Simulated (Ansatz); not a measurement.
**Li2O under a change: Li interstitial (started 1.98 Å from the nearest host atom), symmetric start**

The reference is an 18-atom supercell of Li2O in the anti-fluorite structure (space group Fm-3m, No. 225; a = 4.580 Å) at its relaxed geometry.

Modification: a neutral Li interstitial (started 1.98 Å from the nearest host atom), symmetric start, atoms relaxed at fixed cell.

Level of theory: plane-wave PAW DFT at the PBEsol level (Ansatz, a quantum-chemistry and plane-wave program, 420 eV), spin-orbit coupling left out. Γ-centred 5×5×5 mesh, Fermi–Dirac width 0.01 eV.

```csv
quantity,base,changed,shift
pressure,0.0 GPa,5.2 GPa,+5.2 GPa
gap of the supercell,4.88 eV,zero,–
total moment of the cell,–,0.3 μB,–
largest displacement of a host atom from its site in the perfect cell,–,0.15 Å,–
final site of the added atom,–,6 O at 2.14–2.20 Å (octahedral),–
```

Final structure:

```
CELL_PARAMETERS angstrom
      2.28997     4.57995     2.28997
      2.28997    -4.57995     2.28997
      4.57995     2.28997    -2.28997
ATOMIC_POSITIONS crystal
  O  0.16271 0.49484 0.65055
  O  0.00396 0.00516 0.01611
  O  0.31716 0.01570 0.33333
  O  0.68674 0.00516 0.65055
  O  0.47993 0.49484 0.01611
  O  0.84951 0.48430 0.33333
  Li 0.54053 0.62686 0.66796
  Li 0.39589 0.11494 0.97622
  Li 0.67974 0.11209 0.33333
  Li 0.03877 0.11494 0.69045
  Li 0.87516 0.62686 0.99871
  Li 0.21998 0.65395 0.33333
  Li 0.29151 0.87314 0.66796
  Li 0.12789 0.38506 0.97622
  Li 0.48693 0.38791 0.33333
  Li 0.77078 0.38506 0.69045
  Li 0.62613 0.87314 0.99871
  Li 0.94668 0.84605 0.33333
  Li 0.08333 0.25000 0.33333
```

The magnetic state is the one reached from the starting moments; the real material's order can differ, and small cells can't hold many antiferromagnetic ones. The cell is small, so the values are those of an ordered compound at a high defect concentration; dilute-limit values will differ. A case with no gap was solved on a k-mesh chosen for an insulator, which is coarse for it. The defect started on the symmetric site and kept its symmetry, so it may sit on a saddle. Seeded moments were not kept for Li interstitial (started 1.98 Å from the nearest host atom). The defect cell is spin-polarised and ends with 0.3 μB, a fractional moment that hangs on the mesh and smearing.
